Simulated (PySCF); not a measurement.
PySCF 2.14.0, unrestricted WB97X/def2-svp, df: Sb(I)3 anion ([I][Sb]([I])[I]), charge -1, multiplicity 2, 4 atoms. The geometry is a generated start, not checked to be a minimum at this level.

```json
{
  "task": "energy",
  "method": "wb97x",
  "basis": "def2-svp",
  "two_electron_scheme": "density fitting",
  "mol.max_memory": "3000 MB",
  "mf.max_cycle": "100",
  "mf.init_guess": "minao (default)",
  "mf.DIIS": "CDIIS (default)",
  "mf.conv_tol": "1e-09 (default)",
  "mf.grids.level": "3 (default)",
  "effective_core_potentials": "those of the basis set, past Kr",
  "basis_functions": "104",
  "grid_points": "87832"
}
```

```xyz
4

Sb     0.0088    -0.0015     1.0179
I     -1.8516    -1.5101    -0.3313
I     -0.3926     2.3489    -0.3454
I      2.2354    -0.8374    -0.3412
```

Charge -1 and multiplicity 2 are set for this test and not shown to be the ground state.

One run each on 2 threads, 1 BLAS thread. Values of diis_space tried: 3, 5, 8 (default), 12, 20.

Task: Predict the course of the Fock builds along this series.

Result: Fewest Fock builds, within one of each other: 8 (default) with 20, 12 with 19, 20 with 19. The count rises to 34 at 3. All converge to one solution.

| diis_space | Fock builds | end |
|---|---|---|
| 3 | 34 | same solution |
| 5 | 22 | same solution |
| 8 (default) | 20 | same solution |
| 12 | 19 | same solution |
| 20 | 19 | same solution |
